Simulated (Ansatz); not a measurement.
Ansatz (a program for electronic structure) run on TiZn (Pm-3m, 2 atoms in the cell): zone-centre phonon calculation.

Computed with LDA (PW92), default PAW files made with PBE (plane waves; Ansatz).

```yaml
crystal:
  lattice:
    - [3.12375, 0.00000, 0.00000]
    - [0.00000, 3.12375, 0.00000]
    - [0.00000, 0.00000, 3.12375]
  atoms:
    - { symbol: Ti, position: [0.50000, 0.50000, 0.50000] }
    - { symbol: Zn, position: [0.00000, 0.00000, 0.00000] }
```

Reference input (self-consistent single point, DFT, PBEsol, plane waves, default PAW files made with PBE): basis.ecutwfc = 420 eV; kpoints.mp_grid.grid = 7 7 7; hamiltonian.xc = pbesol; hamiltonian.pseudopotentials = {kind: paw} (the program's default PAW files); scf.occupations.method = fermi_dirac; scf.occupations.width = 0.1 eV. This run's input differs from it in these lines:

Ansatz 0.2 input:
```diff
@@ -14,3 +14,3 @@
 hamiltonian:
-  xc: pbesol
+  xc: lda
   pseudopotentials:
@@ -21,6 +21,4 @@
     width: 0.1 eV
-output:
-  forces: true
-  eigenvalues: true
-  stress: true
+phonons:
+  method: dfpt
```

Output (repeated stretches shortened):

```
SCF iter   1: F=—  HF=-5697.000328 eV  |F-HF|=—  |Δ(HF+E_count)|=         —  Δρ=6.25e-3  dr2=8.56e-3  ethr=1.77e-3  ⟨swp⟩=5.0  Hψ=3058  notcnv=0
all-band conjugate gradients solve this SCF's bands
preconditioner: auto → none
SCF iter   2: F=—  HF=-5696.998353 eV  |F-HF|=—  |Δ(HF+E_count)|=   1.98e-3  Δρ=2.26e-3  dr2=6.41e-4  ethr=3.57e-5  ⟨swp⟩=1.5  Hψ=996  notcnv=0
   [... lines left out ...]
SCF iter   5: F=—  HF=-5696.998385 eV  |F-HF|=—  |Δ(HF+E_count)|=   1.44e-5  Δρ=3.10e-5  dr2=1.53e-7  ethr=1.37e-7  ⟨swp⟩=2.0  Hψ=873  notcnv=0
SCF iter   6: F=—  HF=-5696.998386 eV  |F-HF|=—  |Δ(HF+E_count)|=   1.30e-6  Δρ=1.72e-6  dr2=6.11e-10  ethr=6.37e-10  ⟨swp⟩=2.3  Hψ=945  notcnv=0
SCF iter   7: F=—  HF=-5696.998386 eV  |F-HF|=—  |Δ(HF+E_count)|=  4.94e-10  Δρ=3.27e-7  dr2=2.03e-11  ethr=2.54e-12  ⟨swp⟩=2.2  Hψ=1039  notcnv=0
SCF iter   8: F=-5696.998386 eV  HF=-5696.998386 eV  |F-HF|=9.09e-13  |Δ(HF+E_count)|=  4.55e-12  Δρ=2.54e-8  dr2=1.41e-13  ethr=1.00e-12  ⟨swp⟩=5.0  Hψ=2548  notcnv=0
SCF 1 converged in 8 iterations: F = -5696.998386 eV  dr2 = 1.41e-13
DFPT response loops at Γ: preconditioner auto → Kerker (q_TF=auto, 2.622 Å⁻¹) (partly filled bands, converged f_vac=0.000) …
Free energy (F): -5696.998386 eV
Internal energy: -5696.961054 eV  (E = F + TS)
E sigma→0 (E₀):  -5696.979720 eV
Entropy (-TS):   -0.037332 eV (-18.666 meV/atom)
Fermi energy:    12.724404 eV
--- Phonons (Γ-DFPT): 2 representative perturbations + reference, on 40 of 343 k-points (Σ response iterations 7) ---
  k mesh reduced under 8 symmetry operations, with k and −k counted as one. Each operation leaves every solved perturbation unchanged …
  ASR residual: 5.629e-4 → 0.000e0 eV/Å²; symmetrization residual: 4.617e-6 eV/Å²
  ASR residual per site (eV/Å²): 5.63e-4 3.97e-5
  Γ frequencies (cm⁻¹): 0.00 0.00 0.00 214.14 214.14 214.14
  non-analytic LO–TO correction: not included (Born effective charges unavailable; polar crystals: no LO–TO splitting at Γ)
```

The run converged in 8 iterations. 

Summary of the result:
Free energy E − TS (on the zero of these files): -5696.9984 eV
Zone-centre frequencies (cm⁻¹; negative means imaginary): 0, 0, 0, 214, 214, 214

The starting cell comes from a database of computed structures (which also holds hypothetical and non-ambient phases and stackings), without a prior relaxation at this level. Spin polarisation is off.
